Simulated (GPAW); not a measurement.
Worked example: self-consistent single point of Co (P6_3/mmc, 2 atoms in the cell) in GPAW.

Computed with PBE, GPAW PAW datasets PBE (gpaw-data 1.0.1) (plane waves; GPAW).

```xyz
2
Lattice="2.4784 0.0000 0.0000 -1.2392 2.1464 0.0000 0.0000 0.0000 4.0316" Properties=species:S:1:pos:R:3 pbc="T T T"
Co     0.0000     1.4309     1.0079
Co     1.2392     0.7155     3.0237
```
Moments meant for the start (each program seeds them in its own way; μB, in the order of the atoms Co Co): 3.0 3.0.

Reference input (self-consistent single point, DFT PBE, plane waves, GPAW PAW datasets PBE (gpaw-data 1.0.1)): spinpol = true; mode = pw; ecut = 850 eV; xc = PBE; kpts = 11 11 6; mesh shift (steps) = 0 0 0; occupations.name = fermi-dirac; occupations.width = 0.1 eV; nbands = -8; convergence.forces = 0.001 eV/Å; symmetry.symmorphic = false; symmetry.tolerance = 0.0005. This run's input differs from it in these lines:

```diff
@@ -1,2 +1,3 @@
 from ase import Atoms
+from ase.dft.kpoints import monkhorst_pack
 from ase.units import GPa
@@ -17,3 +18,3 @@
             xc='PBE',
-            kpts={'size': (11, 11, 6), 'gamma': True},
+            kpts=monkhorst_pack((15, 15, 8)) + [0.5 / 15, 0.5 / 15, 0],
             occupations={'name': 'fermi-dirac', 'width': 0.1},
```

Log, with long lists cut:

```
     iter     time        total  log10-change:         magmom
                         energy   eigst   dens  force
iter:   1 --:--:--   -16.027736                          +6.0094
iter:   2 --:--:--   -16.467415   -1.27  -1.62           +4.4366
iter:   3 --:--:--   -16.544871   -2.29  -1.69           +3.3004
iter:   4 --:--:--   -16.559131   -3.29  -1.97           +3.2433
iter:   5 --:--:--   -16.575186   -2.75  -2.02           +3.1832
iter:   6 --:--:--   -16.575046   -4.16  -3.00           +3.2003
iter:   7 --:--:--   -16.575183c  -4.80  -3.10           +3.2050
iter:   8 --:--:--   -16.575134c  -5.16  -3.27           +3.1999
iter:   9 --:--:--   -16.575115c  -5.89  -4.04c          +3.1916
iter:  10 --:--:--   -16.575120c  -6.76  -4.42c          +3.1935
iter:  11 --:--:--   -16.575118c  -7.49c -4.48c          +3.1936
iter:  12 --:--:--   -16.575118c  -7.57c -4.54c -16.71c   +3.1935
Converged after 12 iterations.

Dipole moment: (-0.000000, -0.000000, 0.000000) |e|*Ang

Total magnetic moment: (0.000000, 0.000000, 3.193471)
Local magnetic moments:
   0 Co ( 0.000000,  0.000000,  1.671114)
   1 Co ( 0.000000,  0.000000,  1.671114)

Energy contributions relative to reference atoms: (reference = -75805.419811)

Kinetic:        +20.492327
Potential:      -16.769845
External:        +0.000000
XC:             -20.153107
Entropy (-ST):   -0.060844
Local:           -0.114071
SIC:             +0.000000
--------------------------
Free energy:    -16.605539
Extrapolated:   -16.575118

Spin contamination: 0.160682 electrons
Showing only first 2 kpts
                      Up                     Down
 Kpt  Band  Eigenvalues  Occupancy  Eigenvalues  Occupancy
  0     7      8.91311    1.00000     10.26823    0.99617
   [... lines left out ...]

Fermi level: 10.82424

No gap
No difference between direct/indirect transitions
Energy (eV): -16.575118

Forces in eV/Ang:
  0 Co   -0.00000    0.00000    0.00000
  1 Co    0.00000    0.00000    0.00000

Stress tensor:
    -0.027925    -0.000000     0.000000
    -0.000000    -0.027925     0.000000
     0.000000     0.000000    -0.018919
Stress (GPa, Voigt): [-4.474  -4.474  -3.0312  0.      0.     -0.    ]
```

The run converged in 12 iterations. GPAW prints stress with tension positive. Against the reference run the free energy goes up by 1.5 meV/atom, the pressure goes from 3.47 to 3.99 GPa and the size of the net moment hardly changes (1.57 to 1.60 μB/atom). The full log also holds: “Note: your k-points are not as symmetric as your crystal!”.

The starting cell comes from a database of computed structures (which also holds hypothetical and non-ambient phases and stackings), without a prior relaxation at this level. Its lattice was rescaled by a random factor within 2.5 % of one. The magnetic order is the one reached from the typed start; others were not searched systematically.

Cost on one core of a shared machine: roughly 3 min.
